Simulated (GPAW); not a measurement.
Band structure of AlCo (Pm-3m, 2 atoms in the cell).

```
CELL_PARAMETERS angstrom
      2.79515     0.00000     0.00000
      0.00000     2.79515     0.00000
      0.00000     0.00000     2.79515
ATOMIC_POSITIONS crystal
  Al 0.00000 0.00000 0.00000
  Co 0.50000 0.50000 0.50000
```

Computed with PBE, GPAW PAW datasets PBE (gpaw-data 1.0.1) (plane waves; GPAW).

Settings: mode = pw; ecut = 850 eV; xc = PBE; kpts = 9 9 9; mesh shift (steps) = 0 0 0; occupations.name = methfessel-paxton; occupations.width = 0.272 eV; occupations.order = 0; nbands = -8; convergence.density = 1e-05 e/electron; symmetry.symmorphic = false; symmetry.tolerance = 0.0005; maxiter = 150; bandpath_npoints = 40.

The starting cell comes from a database of computed structures (which also holds hypothetical and non-ambient phases and stackings), without a prior relaxation at this level. Its lattice was rescaled by a random factor within 2.5 % of one. Spin polarisation is off.

Levels in eV from the Fermi level, bands 3 to 10:
```tsv
point	3	4	5	6	7	8	9	10
Γ	-3.20	-0.84	-0.84	-0.84	6.29	6.29	6.29	9.02
X	-2.55	-1.80	-1.80	-0.72	0.27	8.51	10.96	10.96
M	-2.82	-2.82	-1.58	-1.58	-0.19	2.64	3.89	13.50
R	-4.19	-0.15	-0.15	2.37	2.37	2.37	4.71	5.73
```

Bands cross the Fermi level along this path, so the cell is metallic at this level.
